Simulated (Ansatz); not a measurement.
## How the volume per atom of WSi (model structure, started from the NbAs type, I4₁md, No. 109, 4 atoms in the cell) moves with the method

No measured value is used here.

```tsv
level (code)	value (Å³/atom)
PBE (Ansatz)	15.19
PBEsol (Ansatz)	[?]
PBE-D3(BJ) (Ansatz)	14.77
```

Question: What belongs in the gaps?

Answer: 
- PBEsol (Ansatz, a program for electronic structure), value (Å³/atom): 14.81

Density-functional levels without +SOC have no spin–orbit coupling. Ansatz's density-functional and Hartree–Fock values are scalar-relativistic unless marked +SOC, with PAW data made under PBE.

A model structure was made by putting elements into a prototype or built by hand; it is no filed structure, need not be a known phase, and can be a saddle point held by its symmetry.
